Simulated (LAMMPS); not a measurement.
Quenches at 1e+12 K/s across the composition of Cu (fcc) with a share x of Cu sites Pt; each row starts from its own melt temperature.

All values are model results, not measurements: classical MD, pair style eam, the elements' _u3.eam files (universal-3 set of Foiles, Baskes and Daw) (LAMMPS).

```json
[
 {"x": "0.25", "density": "12.4 g/cm³ (one sample)", "state": "glass"},
 {"x": "0.5", "density": "15.7 g/cm³ (one sample)", "state": "glass"},
 {"x": "0.75", "density": "18.6 g/cm³ (one sample)", "state": "glass"}
]
```
